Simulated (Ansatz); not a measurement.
Start from GaP in the zinc blende structure (space group F-43m, No. 216; a = 5.451 Å). Axes: x, y, z lie along the cube axes.

Calculations: Ansatz (a first-principles code), r2SCAN, PAW, cutoff 500 eV, without spin-orbit coupling.

Base values:

```
Quantity               Value
-------------------  -------
Band gap             1.85 eV
Smallest direct gap  2.36 eV
```

Perturbation: biaxial strain −3.00 %, plane normal [001], relaxed out of plane (Cartesian); in-plane vectors clamped, the third vector and the atoms free.

Estimate the effect on the ratio −ε⊥/ε∥, band gap and smallest direct gap.

The ratio −ε⊥/ε∥ comes out as 0.84; the band gap drops by 0.35 eV (1.85 eV → 1.50 eV); the smallest direct gap grows by 0.17 eV, from 2.36 eV to 2.53 eV.

Whether these cells are dynamically stable was not tested.
